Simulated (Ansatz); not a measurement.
Phonon-limited electron mobility of Si (Fd-3m) in cm²/(V·s), LDA, finite-displacement electron-phonon coupling, linearised Boltzmann equation (Ansatz, a program for electronic structure). Condition of this run: measured lattice constant, not relaxed. Geometry: cell at a tabulated measured lattice constant.

| Condition | μ |
|---|---|
| 150 K | ? |
| 200 K | 3700 |
| 250 K | ? |
| 300 K | 1460 |
| 350 K | 1030 |
| 400 K | 757 |
| 500 K | 455 |
| 600 K | 301 |

### Question
Complete the blanks.

### Answer

- 150 K, μ: 7000
- 250 K, μ: 2230

### Question
What exponent p of μ ∝ T^−p fits 200 to 400 K (along x)?

### Answer
p ≈ 2.3; acoustic deformation-potential scattering alone gives 1.5.

Scattering by harmonic phonons alone: no impurities, screening or carrier-carrier scattering, bands fixed at 0 K. From a coarser fine mesh the values given move by up to 6 %. The mesh was bound by memory.
